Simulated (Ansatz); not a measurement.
System: BSiCN (model structure, started from the AlSiCN type, R3m, No. 160, 4 atoms in the cell). Method: PBEsol (Ansatz, an electronic-structure program, PAW).

Numerical settings: plane-wave cutoff 520 eV, 22×22×22 k mesh, Fermi–Dirac smearing 0.05 eV, scalar-relativistic PAW data made under PBE.

Cell (relaxed with PBEsol):

```yaml
crystal:
  lattice:
    - [1.41510, 0.81701, 4.64191]
    - [-1.41510, 0.81701, 4.64191]
    - [0.00000, -1.63402, 4.64191]
  atoms:
    - { symbol: B, position: [0.99433, 0.99433, 0.99433] }
    - { symbol: N, position: [0.11872, 0.11872, 0.11872] }
    - { symbol: Si, position: [0.50422, 0.50422, 0.50422] }
    - { symbol: C, position: [0.63277, 0.63277, 0.63277] }
```

**Question.** Predict the band gap and Γ–Γ gap.

**Answer.** 
* **band gap**: 0.14 eV (under three smearing widths, so not firm)
* **Γ–Γ gap**: 3.10 eV

Note: the relaxation could raise the start's symmetry but not lower it, so the cell can be a saddle point.

Computed values are for the static lattice.

It cost very roughly 60 core-seconds of CPU time.

A model structure was made by putting elements into a prototype or built by hand; it is no filed structure, need not be a known phase, and can be a saddle point held by its symmetry.
